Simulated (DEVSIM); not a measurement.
Structure: Ni/SiO2/n-Si capacitor, at 300 K.

Layer 1 from the left is SiO2, thickness (nm) 38.0. Layer 2 from the left is Si, thickness (nm) 11000, Nd (cm⁻³) 2.6e15.

Metal gate on the left, work function 5.1 eV. Fixed charge at the semiconductor interface 2.2e10 cm⁻² (in units of +e); no interface traps.

This is a model device: material constants are rounded textbook-type values typed into the input, and sizes, dopings and lifetimes were drawn at random. Values at 300 K.

SiO2: gap (eV) 9, affinity (eV) 0.9, permittivity 3.9. Si: gap (eV) 1.124, affinity (eV) 4.05, permittivity 11.7, Nc (cm⁻³) 2.86e19, Nv (cm⁻³) 3.1e19.

Task: Estimate by hand the flat-band voltage, the threshold voltage, and compare with a numerical solution.

Result: 
- Flat-band voltage: C = 0.0909 μF/cm², work-function difference 0.809 V; VFB = φms − qNf/C = 0.77 V; numerical 0.77 V.
- Threshold voltage: φF = 0.320 V, depletion charge √(4εqNφF) = 2.35e-8 C/cm²; VT = VFB − 2φF − Qd/C = -0.13 V; numerical -0.13 V.

Model (solved in DEVSIM): 1D Poisson equation in equilibrium, Boltzmann statistics, complete ionisation; no quantum confinement or tunnelling. Metal contacts follow the ideal Schottky-Mott rule: no Fermi-level pinning, no interface dipoles.
